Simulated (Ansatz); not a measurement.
# Cubic perovskite CsCdCl3

Calculation: r²SCAN in Ansatz (PAW).

Settings: plane-wave cutoff 560 eV, 8×8×8 k mesh, Fermi–Dirac smearing 0.01 eV, scalar-relativistic PAW data made under PBE.

Cell (relaxed at this level):

```xyz
5
Lattice="5.2580 0.0000 0.0000 0.0000 5.2580 0.0000 0.0000 0.0000 5.2580" Properties=species:S:1:pos:R:3 pbc="T T T"
Cs     0.0000     0.0000     0.0000
Cd     2.6290     2.6290     2.6290
Cl     2.6290     0.0000     2.6290
Cl     0.0000     2.6290     2.6290
Cl     2.6290     2.6290     0.0000
```

For cubic perovskite CsCdCl3, the bulk modulus B0 is 35.6 GPa and the band gap is 2.48 eV. The smallest direct gap on the k points sampled is 2.99 eV and the pressure derivative B′ of the bulk modulus comes out as 4.9.

Spin–orbit coupling is not included.

The computed numbers hold no vibrational or temperature effects.

The result took very roughly 4 core-minutes.

Ansatz is a first-principles code.
